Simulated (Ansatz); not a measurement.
The reference is NbAs (space group I4_1md, No. 109; a = 3.474 Å, c = 11.749 Å).

(Cell as relaxed with PBE.)

Levels (all Ansatz, a program for electronic structure, PAW): PBE (420 eV, no SOC); r2SCAN (500 eV, spin-orbit coupling left out).

Each level relaxes its own structure.

| base | PBE | r2SCAN |
|---|---|---|
| volume per atom | 17.72 Å³ | 17.59 Å³ |
| lattice parameter a | 3.474 Å | 3.458 Å |
| band gap | zero | zero |

Now apply this change: a hydrostatic pressure of 2.1 GPa.

```tsv
quantity	PBE	r2SCAN
volume per atom	17.50 Å³	17.37 Å³
c/a ratio	3.374	3.395
band gap	zero	zero
```

PBE's volume per atom lies 0.121 Å³ above r2SCAN's (0.7 %); PBE's c/a ratio lies 0.021 below r2SCAN's; the two agree on the band gap. Neither level is exact; r2SCAN is the comparison here, not a measurement.

Load acts through the strain it causes; cell and atoms are relaxed under it. Stability against distortions was not tested. All final runs are without spin polarisation. The zero or small gap of NbAs can change with the level of theory.
